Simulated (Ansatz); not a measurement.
Ge (model structure, started from the beta-W type, Pm-3n, No. 223, 8 atoms in the cell) was calculated with PBEsol (plane waves, PAW; Ansatz, an electronic-structure program).

Numerical settings: plane-wave cutoff 520 eV, 10×10×10 k mesh, Fermi–Dirac smearing 0.05 eV, scalar-relativistic PAW data made under PBE.

Cell (relaxed at this level):

```yaml
crystal:
  lattice:
    - [5.31875, 0.00000, 0.00000]
    - [0.00000, 5.31875, 0.00000]
    - [0.00000, 0.00000, 5.31875]
  atoms:
    - { symbol: Ge, position: [0.25000, 0.00000, 0.50000] }
    - { symbol: Ge, position: [0.75000, 0.00000, 0.50000] }
    - { symbol: Ge, position: [0.00000, 0.50000, 0.25000] }
    - { symbol: Ge, position: [0.00000, 0.50000, 0.75000] }
    - { symbol: Ge, position: [0.50000, 0.25000, 0.00000] }
    - { symbol: Ge, position: [0.50000, 0.75000, 0.00000] }
    - { symbol: Ge, position: [0.00000, 0.00000, 0.00000] }
    - { symbol: Ge, position: [0.50000, 0.50000, 0.50000] }
```

### Question
What does this level give for the bulk modulus B0?

### Answer

- bulk modulus B0 = 71.6 GPa

The run finds no gap.

Note: the bulk modulus is −V dP/dV from two relaxed cells at ±2 % in volume; the relaxation could raise the start's symmetry but not lower it, so the cell can be a saddle point.

A model structure was made by putting elements into a prototype or built by hand; it is no filed structure, need not be a known phase, and can be a saddle point held by its symmetry.
